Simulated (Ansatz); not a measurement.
Given:

```xyz
2
Lattice="0.0000 2.2601 2.2601 2.2601 0.0000 2.2601 2.2601 2.2601 0.0000" Properties=species:S:1:pos:R:3 pbc="T T T"
B      0.0000     0.0000     0.0000
P      1.1300     1.1300     1.1300
```

The numbers are results of HSE06, rigid bands (plane waves, PAW, scalar-relativistic; Ansatz, an electronic-structure program), not measurements. Geometry: cell and atoms relaxed with PBEsol.

Predict the hole conductivity mass (n e² τ/σ) at 300 K, by direction if it differs.

0.37 mₑ.

Predict the electron conductivity mass (n e² τ/σ) at 300 K, by direction if it differs.

0.32 mₑ.

And the band gap?

1.95 eV at this level.

Rigid bands, one relaxation time for all states, no polarons. Spin-orbit coupling is left out; where it splits the top of the valence band it changes the hole mass and lowers the gap by about a third of the splitting. Geometry: cell and atoms relaxed with PBEsol.
